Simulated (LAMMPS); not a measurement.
System: SnO2 (rutile), 576 atoms, at 2000 K and 0 GPa, heated as the crystal.

Level of theory: classical MD, Buckingham potential of Woodley, Battle, Gale and Catlow, Phys. Chem. Chem. Phys. 1, 2535 (1999), used with rigid ions (no shells), PPPM sums, short-range terms cut at 10 Å, modified for these runs by an r^-4 repulsive force inside the short-range force's maximum, run in LAMMPS.

| r (Å) | g(r), O-Sn |
|---|---|
| 1.740 | 0.000 |
| 1.780 | 0.012 |
| 1.820 | 0.137 |
| 1.860 | 0.579 |
| 1.900 | 1.86 |
| 1.940 | 4.15 |
| 1.980 | 6.35 |
| 2.020 | 7.87 |
| 2.060 | 8.20 |
| 2.100 | 7.38 |
| 2.140 | 5.49 |
| 2.180 | 3.66 |
| 2.220 | 2.06 |
| 2.260 | 1.39 |
| 2.300 | 0.769 |
| 2.340 | 0.463 |
| 2.380 | 0.196 |
| 2.420 | 0.086 |
| 2.460 | 0.050 |
| 2.500 | 0.022 |
| 2.540 | 0.008 |
| 2.580 | 0.002 |
| 2.620 | 0.000 |
| 2.660 | 0.004 |
| 2.700 | 0.002 |
| 2.740 | 0.000 |
| 2.780 | 0.000 |
| 2.820 | 0.003 |
| 2.860 | 0.002 |
| 2.900 | 0.000 |
| 2.940 | 0.004 |
| 2.980 | 0.011 |
| 3.020 | 0.007 |
| 3.060 | 0.023 |
| 3.100 | 0.018 |
| 3.140 | 0.078 |
| 3.180 | 0.113 |
| 3.220 | 0.180 |
| 3.260 | 0.283 |
| 3.300 | 0.347 |
| 3.340 | 0.531 |
| 3.380 | 0.671 |
| 3.420 | 0.761 |
| 3.460 | 0.921 |
| 3.500 | 1.04 |
| 3.540 | 1.05 |
| 3.580 | 1.15 |
| 3.620 | 1.19 |
| 3.660 | 1.08 |
| 3.700 | 1.17 |
| 3.740 | 1.17 |
| 3.780 | 1.28 |
| 3.820 | 1.41 |
| 3.860 | 1.40 |
| 3.900 | 1.45 |
| 3.940 | 1.42 |
| 3.980 | 1.36 |
| 4.020 | 1.26 |
| 4.060 | 1.28 |
| 4.100 | 1.29 |
| 4.140 | 1.49 |
| 4.180 | 1.57 |
| 4.220 | 1.67 |
| 4.260 | 1.76 |
| 4.300 | 1.67 |
| 4.340 | 1.47 |
| 4.380 | 1.25 |
| 4.420 | 1.09 |
| 4.460 | 0.953 |
| 4.500 | 0.885 |
| 4.540 | 0.855 |
| 4.580 | 0.869 |
| 4.620 | 0.922 |
| 4.660 | 0.984 |
| 4.700 | 1.18 |
| 4.740 | 1.31 |
| 4.780 | 1.41 |
| 4.820 | 1.52 |
| 4.860 | 1.52 |
| 4.900 | 1.52 |
| 4.940 | 1.42 |
| 4.980 | 1.36 |
| 5.020 | 1.27 |
| 5.060 | 1.13 |
| 5.100 | 1.02 |
| 5.140 | 0.803 |
| 5.180 | 0.629 |
| 5.220 | 0.447 |
| 5.260 | 0.300 |
| 5.300 | 0.222 |
| 5.340 | 0.164 |
| 5.380 | 0.185 |
| 5.420 | 0.294 |
| 5.460 | 0.446 |
| 5.500 | 0.653 |
| 5.540 | 0.916 |
| 5.580 | 1.12 |
| 5.620 | 1.30 |
| 5.660 | 1.35 |
| 5.700 | 1.39 |
| 5.740 | 1.31 |
| 5.780 | 1.28 |

Main features:
- state found: crystal; no diffusion seen in 21 ps
- first peak of g(r), O-Sn: 2.05 Å, height 8.2
- coordination number of O by Sn: 3.00 (counted to 2.78 Å)
- coordination number of Sn by O: 6.00 (counted to 2.78 Å)

Caution: the potential ionic pair potential woodley1999 is fitted for structure prediction of static crystals. Caution: a run this short can hold a crystal over, or a liquid under, the potential's own melting point, which these runs don't give.
